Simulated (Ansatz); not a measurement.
```xyz
2
Lattice="3.8549 0.0000 0.0000 0.0000 3.8549 0.0000 1.9274 1.9274 2.7258" Properties=species:S:1:pos:R:3 pbc="T T T"
Ga     0.0000     0.0000     0.0000
P      3.8549     1.9274     1.3629
```

Space group of this cell: F-43m, zinc blende. The cell is taken as given.

Computed with r2SCAN (plane waves, PAW; Ansatz, a first-principles code).

The current runs along the normal of the first two printed vectors; no spin-orbit coupling. Scaled by the factor s: all lengths (ions clamped). Meshes 12×12×12 and 8×8 across the current in all rows.

```csv
s,mean pressure (GPa),band gap (eV)
0.98,6.1,1.74
1.00,0.0,1.85
1.02,-4.6,?
```

Problem. Take the slope of the band gap against ln s from the two given rows, extrapolate to s = 1.02, and say what the run there gives.

Solution. Slope = (1.74 − 1.85) / ln 0.98 = 5.44 eV. The line gives 1.85 + (5.44) × ln 1.02 = 1.96 eV. The run gives 1.84 eV, 0.12 eV under the line, 109 % of the predicted step.
